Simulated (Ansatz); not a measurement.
Worked example: self-consistent single point of CoAl (P4mm, 2 atoms in the cell) in Ansatz (a first-principles code).

Level of theory: PBEsol, PAW files made with PBE (plane waves; Ansatz).

```yaml
crystal:
  lattice:
    - [2.85142, 0.00000, 0.00000]
    - [0.00000, 2.85142, 0.00000]
    - [0.00000, 0.00000, 2.85142]
  atoms:
    - { symbol: Al, position: [0.50000, 0.50000, 0.51753] }
    - { symbol: Co, position: [0.00000, 0.00000, 0.00000] }
```

Reference input (self-consistent single point, DFT, PBEsol, plane waves, PAW files made with PBE): basis.ecutwfc = 420 eV; kpoints.mp_grid.grid = 12 12 12; hamiltonian.xc = pbesol; hamiltonian.pseudopotentials = {kind: paw} (the program's default PAW files); scf.occupations.method = gaussian; scf.occupations.width = 0.1 eV. This run's input differs from it in these lines:

Ansatz 0.2 input:
```diff
@@ -10,3 +10,3 @@
 basis:
-  ecutwfc: 420.0 eV
+  ecutwfc: 190.0 eV
 kpoints:
```

Output, abridged:

```
SCF iter   1: F=—  HF=-5605.684554 eV  |F-HF|=—  |Δ(HF+E_count)|=         —  Δρ=2.15e-1  dr2=4.76e0  ethr=3.10e-3  ⟨swp⟩=4.2  Hψ=12265  notcnv=0
all-band conjugate gradients solve this SCF's bands
preconditioner: auto → none
SCF iter   2: F=—  HF=-5603.243198 eV  |F-HF|=—  |Δ(HF+E_count)|=    2.44e0  Δρ=5.29e-2  dr2=9.85e-1  ethr=3.10e-3  ⟨swp⟩=2.0  Hψ=7049  notcnv=0  defer=7
   [... lines left out ...]
SCF iter   4: F=—  HF=-5602.611988 eV  |F-HF|=—  |Δ(HF+E_count)|=   1.69e-2  Δρ=3.34e-3  dr2=1.93e-3  ethr=9.55e-4  ⟨swp⟩=1.9  Hψ=3405  notcnv=0  defer=13
SCF iter   5: F=—  HF=-5602.611638 eV  |F-HF|=—  |Δ(HF+E_count)|=   3.50e-4  Δρ=3.74e-4  dr2=4.52e-5  ethr=9.65e-6  ⟨swp⟩=2.3  Hψ=4653  notcnv=0  defer=13
SCF iter   6: F=—  HF=-5602.611680 eV  |F-HF|=—  |Δ(HF+E_count)|=   4.17e-5  Δρ=6.76e-5  dr2=7.94e-7  ethr=2.26e-7  ⟨swp⟩=2.0  Hψ=3778  notcnv=0  defer=13
SCF iter   7: F=-5602.611680 eV  HF=-5602.611680 eV  |F-HF|=7.84e-9  |Δ(HF+E_count)|=   1.11e-7  Δρ=7.94e-6  dr2=1.24e-8  ethr=5.00e-10  ⟨swp⟩=4.7  Hψ=10263  notcnv=0
SCF 1 converged in 7 iterations: F = -5602.611680 eV  dr2 = 1.24e-8
Free energy (F): -5602.611680 eV
Internal energy: -5602.606678 eV  (E = F + TS)
E sigma→0 (E₀):  -5602.609179 eV
Entropy (-TS):   -0.005002 eV (-2.501 meV/atom)
Fermi energy:    13.625576 eV
--- Forces (eV/Å), atoms counted from 1 ---
  atom   1  Al     0.00000000     0.00000000    -0.45019767
  atom   2  Co    -0.00000000     0.00000000     0.45022471
--- Stress (GPa, compression-positive) ---
       -7.638848       0.000000       0.000000
        0.000000      -7.638848       0.000000
        0.000000       0.000000      -7.786437
  P = ⅓ Tr σ = -7.6880 GPa (-76.880 kbar)
  The stress holds the Pulay correction. Without it, at fixed plane waves, as pw.x and ABINIT print it: P = -473.9936 GPa
```

The run converged in 7 iterations. Against the reference run the free energy goes up by 8.07 eV/atom, the pressure goes from -5.35 to -7.69 GPa and the largest force goes from 0.351 to 0.450 eV/Å.

The starting cell has typed, rounded lattice constants, without a prior relaxation at this level. Its lattice was rescaled by up to half a per cent. One atom was moved a little off its site on purpose. Spin polarisation is off. Ansatz's pressure includes its estimate of the finite-basis (Pulay) stress. Without the estimate this run gives -473.99 GPa. The cutoff lies below the one recommended for these files.
